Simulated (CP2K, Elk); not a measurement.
A CP2K input for a self-consistent single point of BeS (F-43m, 2 atoms in the cell) (DFT PBEsol, GPW, DZVP-MOLOPT-SR-GTH basis, GTH-PBE potentials (GTH_POTENTIALS)):

```
&GLOBAL
  PROJECT bulk
  RUN_TYPE ENERGY_FORCE
  PRINT_LEVEL LOW
&END GLOBAL
&FORCE_EVAL
  METHOD Quickstep
  STRESS_TENSOR ANALYTICAL
  &DFT
    BASIS_SET_FILE_NAME BASIS_MOLOPT
    POTENTIAL_FILE_NAME GTH_POTENTIALS
    &QS
      METHOD GPW
      EPS_DEFAULT 1E-10
    &END QS
    &MGRID
      CUTOFF 600
      REL_CUTOFF 60
      NGRIDS 5
    &END MGRID
    &SCF
      SCF_GUESS ATOMIC
      EPS_SCF 1E-6
      MAX_SCF 100
      ADDED_MOS 4
      &DIAGONALIZATION
        ALGORITHM STANDARD
      &END DIAGONALIZATION
      &MIXING
        METHOD BROYDEN_MIXING
        ALPHA 0.4
        NBUFFER 12
      &END MIXING
    &END SCF
    &KPOINTS
      SCHEME MONKHORST-PACK 8 8 8
      GAMMA_CENTERED T
    &END KPOINTS
    &XC
      &XC_FUNCTIONAL
        &PBE
          PARAMETRIZATION PBESOL
        &END PBE
      &END XC_FUNCTIONAL
    &END XC
    &PRINT
      &MO
        EIGENVALUES T
        OCCUPATION_NUMBERS T
        NDIGITS 8
        FILENAME mo
        &EACH
          QS_SCF 0
        &END EACH
        ADD_LAST NUMERIC
      &END MO
      &MULLIKEN OFF
      &END MULLIKEN
    &END PRINT
  &END DFT
  &SUBSYS
    &CELL
      A 3.38837600 0.00000000 0.00000000
      B 1.69418800 2.93442000 0.00000000
      C 1.69418800 0.97814000 2.76659800
      PERIODIC XYZ
    &END CELL
    &COORD
      SCALED
      Be       0.00000000     0.00000000     0.00000000
      S        0.75000000     0.75000000     0.75000000
    &END COORD
    &KIND Be
      BASIS_SET DZVP-MOLOPT-SR-GTH-q4
      POTENTIAL GTH-PBE-q4
    &END KIND
    &KIND S
      BASIS_SET DZVP-MOLOPT-SR-GTH-q6
      POTENTIAL GTH-PBE-q6
    &END KIND
  &END SUBSYS
  &PRINT
    &FORCES ON
    &END FORCES
    &STRESS_TENSOR ON
    &END STRESS_TENSOR
  &END PRINT
&END FORCE_EVAL
```

Q: Write the same calculation as an input for Elk.

A: One input that does it (others would too):

```
tasks
  0

xctype
  22

tforce
  .true.

rgkmax
  7.5

gmaxvr
  18.0

lmaxapw
  10

lmaxo
  8

nxlo
  2

lorbcnd
  .true.

lradstp
  2

nrmtscf
  2.0

rmtscf
  0.92

lmaxi
  4

stype
  0

swidth
  0.0001

avec
    0.0000000000    4.5276779699    4.5276779699
    4.5276779699    0.0000000000    4.5276779699
    4.5276779699    4.5276779699    0.0000000000

sppath
  './'

atoms
  2   : nspecies
  'Be.in'   : spfname
  1   : natoms; atposl, bfcmt below
  0.0000000000  0.0000000000  0.0000000000    0.0 0.0 0.0
  'S.in'   : spfname
  1   : natoms; atposl, bfcmt below
  0.7500000000  0.7500000000  0.7500000000    0.0 0.0 0.0

ngridk
  8 8 8
```

Basis, cutoffs, solver keys and any potentials are the target program's own. This input uses DFT, PBEsol, all-electron FP-LAPW, Elk's shipped species files, APW+lo basis with extra local orbitals. Both were run: gap on the mesh 4.108 eV in CP2K and 2.841 in Elk.

On CP2K: the starting cell comes from a database of computed structures (which also holds hypothetical and non-ambient phases and stackings), without a prior relaxation at this level. Its lattice was rescaled by a random factor within 2.5 % of one. Values carry the incompleteness of an atom-centred basis. The potentials were made for another functional than the one used. With a pressure of about 3 GPa the cell is away from its equilibrium volume at this level.

On Elk: the starting cell comes from a database of computed structures (which also holds hypothetical and non-ambient phases and stackings), without a prior relaxation at this level. Its lattice was rescaled by a random factor within 2.5 % of one. Values depend on the basis (sphere radii, cutoffs, local orbitals), which need not be converged.
